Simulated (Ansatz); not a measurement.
**Effect of uniaxial strain ε_zz = +3.14 % on Ti3MoB4**

The parent structure is Ti$_{3}$MoB$_{4}$ (space group Pm, No. 6; a cell from a computed database, its experimental status unchecked).

```
Ti3MoB4
1.0
    4.50961     0.00000     0.00000
    0.00000     3.03540     0.00000
   -0.03695     0.00000     5.98239
Ti B Mo
3 4 1
Cartesian
  3.91530   1.51770   4.93232
  1.68704   0.00000   4.02413
  0.52902   0.00000   1.06350
  0.44815   1.51770   2.81375
  1.75815   1.51770   5.80844
  4.03861   0.00000   3.17386
  2.71756   0.00000   0.18923
  2.79677   1.51770   1.92426
```

Cartesian axes are those of the cell as printed.

One thing is altered: uniaxial strain ε_zz = +3.14 %, all other strain components held at zero, atoms relaxed at fixed cell.

All numbers come from DFT with PBEsol, PAW potentials and a 420 eV plane-wave cutoff in Ansatz (a program for electronic structure), no spin-orbit coupling. k-mesh 10×15×8 (Γ-centred); smearing 0.05 eV (Fermi–Dirac).

The volume per atom goes up by 0.32 Å³ (10.24 Å³ → 10.56 Å³) and the space group stays Pm (No. 6). The energy rises by 14 meV/atom and the band gap remains zero. The largest internal atomic displacement is 0.020 Å and the stress (xx, yy, zz, yz, xz, xy; compression positive) amounts to (-3.8, -3.6, -13.4, 0.0, -0.3, 0.0) GPa (rough).

Cost of the whole job for the changed cell (relaxation, final SCF and bands): roughly 5 core-minutes.

Without a gap, meshes like the base's 10×15×8 leave anisotropic stresses uncertain by several tenths of a GPa, and small strain energies with them. Whether these cells are dynamically stable was not tested. The final runs are not spin-polarised.
